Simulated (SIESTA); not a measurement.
Input and output of a self-consistent single point for Bi₂Pd (I4/mmm, 3 atoms in the cell) (SIESTA).

Method of the run: GGA PBEsol with spin-orbit coupling, numerical atomic orbitals DZP, PseudoDojo PBEsol fully relativistic norm-conserving potentials (rewritten from UPF to PSML) in SIESTA.

```
CELL_PARAMETERS angstrom
     -1.69334     1.69334     6.62347
      1.69334    -1.69334     6.62347
      1.69334     1.69334    -6.62347
ATOMIC_POSITIONS crystal
  Bi 0.63232 0.63232 0.00000
  Bi 0.36768 0.36768 0.00000
  Pd 0.00000 0.00000 0.00000
```

Reference input (self-consistent single point, DFT, GGA PBEsol, numerical atomic orbitals DZP, PseudoDojo PBEsol standard norm-conserving potentials (rewritten from UPF to PSML)): XC.functional = GGA; XC.authors = PBEsol; potentials = PseudoDojo PBEsol standard; PAO.BasisSize = DZP; PAO.EnergyShift = 0.01 Ry; MeshCutoff = 350 Ry; kgrid.MonkhorstPack = 9 9 9; OccupationFunction = FD; ElectronicTemperature = 1160.45 K; MaxSCFIterations = 150; SCF.Mixer.Method = Pulay; SCF.Mixer.Weight = 0.2. This run's input differs from it in these lines:

```diff
@@ -1,2 +1,2 @@
-# files in the folder: Bi.psml Pd.psml (PseudoDojo PBEsol standard)
+# files in the folder: Bi.psml Pd.psml (PseudoDojo PBEsol fully relativistic)
 SystemName  Bi2Pd
@@ -35,2 +35,8 @@
 ElectronicTemperature        1160.45 K
+Spin                         spin-orbit
+%block DM.InitSpin
+  1 0.00 0.00 0.00
+  2 0.00 0.00 0.00
+  3 0.00 0.00 0.00
+%endblock DM.InitSpin
```

Log, with long lists cut:

```
        iscf     Eharris(eV)        E_KS(eV)     FreeEng(eV)     dDmax    Ef(eV) dHmax(eV)
   scf:    1    -8096.617139    -8102.426230    -8102.469202  0.336479 -3.212457  3.552046
     spin moment: {S} , |S| = {   -0.00000   -0.00000    0.00000 }     0.00000
   scf:    2    -8103.055318    -8103.020272    -8103.062194  0.022059 -3.189124  2.073445
     spin moment: {S} , |S| = {    0.00000    0.00000   -0.00000 }     0.00000
   scf:    3    -8103.172083    -8103.122797    -8103.165086  0.014515 -3.256674  1.573224
     spin moment: {S} , |S| = {    0.00000    0.00000   -0.00000 }     0.00000
   [... lines left out ...]
     spin moment: {S} , |S| = {    0.00000    0.00000   -0.00000 }     0.00000
   scf:    7    -8103.225283    -8103.224565    -8103.267390  0.000782 -3.394911  0.017147
     spin moment: {S} , |S| = {   -0.00000    0.00000   -0.00000 }     0.00000
   scf:    8    -8103.224242    -8103.224575    -8103.267392  0.000199 -3.394429  0.013776
     spin moment: {S} , |S| = {    0.00000   -0.00000   -0.00000 }     0.00000
   scf:    9    -8103.224844    -8103.224576    -8103.267397  0.000085 -3.394714  0.000714
     spin moment: {S} , |S| = {    0.00000    0.00000    0.00000 }     0.00000
SCF Convergence by DM+H criterion
max |DM_out - DM_in|         :     0.0000845884
max |H_out - H_in|      (eV) :     0.0007138241
SCF cycle converged after 9 iterations

Using DM_out to compute the final energy and forces

siesta: E_KS(eV) =            -8103.2246

siesta: E_KS - E_eggbox =     -8103.2246

siesta: Atomic forces (eV/Ang):
     1   -0.000593   -0.000593    0.109500
     2    0.000593    0.000593   -0.109500
     3   -0.000000    0.000000   -0.000000
   Tot   -0.000000    0.000000    0.000000
   Max    0.109500
   Res    0.051620    sqrt( Sum f_i^2 / 3N )
   Max    0.109500    constrained

Stress tensor Voigt[x,y,z,yz,xz,xy] (kbar):       20.86       20.86       23.45        0.60        0.60       -0.05
(Free)E + p*V (eV/cell)    -8104.2974
Target enthalpy (eV/cell)    -8103.2674

   [... lines left out ...]
siesta: FreeEng =     -8103.267397
   [... lines left out ...]
siesta:     0.013019   -0.000032    0.000373
siesta:    -0.000032    0.013019    0.000373
siesta:     0.000373    0.000373    0.014639

siesta: Cell volume =         75.968561 Ang**3

siesta: Pressure (static):
siesta:                Solid            Molecule  Units
siesta:          -0.00014767         -0.00016602  Ry/Bohr**3
siesta:          -0.01355864         -0.01524298  eV/Ang**3
siesta:         -21.72333582        -24.42194074  kBar
```

The run converged in 9 iterations. Against the reference run the pressure goes from -2.35 to -2.17 GPa and the largest force goes from 0.190 to 0.110 eV/Å.

The starting cell comes from a database of computed structures (which also holds hypothetical and non-ambient phases and stackings), without a prior relaxation at this level. Values carry the incompleteness of an atom-centred basis.

Cost on one core of a shared machine: roughly 3 min.
